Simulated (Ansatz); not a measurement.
CaB6-type YB6 was calculated with PBEsol (plane waves, PAW; Ansatz, a quantum-chemistry and plane-wave program).

Numerical settings: plane-wave cutoff 520 eV, 14×14×14 k mesh, Fermi–Dirac smearing 0.05 eV, scalar-relativistic PAW data made under PBE.

Computed points:

```tsv
V (Å³/atom)	E − E_lowest (meV/atom)	P (GPa)
9.283	9.11	7.79
9.476	2.21	3.71
9.670	0.00	0.00
9.863	2.08	-3.39
10.057	8.06	-6.48
```

Q: Fit the third-order Birch–Murnaghan equation and give B0 and B′.

A: V0 = 9.670 Å³/atom, B0 = 177 GPa, B′ = 3.6 (fit to the energies at full precision).

Measured, for comparison: equilibrium volume per atom 9.94 Å³/atom (temperature not stated, not corrected to a static lattice; as tabulated in Wikipedia's data pages). Computed (rounded) less measured: equilibrium volume per atom -2.7 %.

Note: the relaxation could not lower the start's symmetry, so the cell can be a saddle point above a distorted one.

Computed values are for the static lattice.

The result took roughly 4 core-minutes.
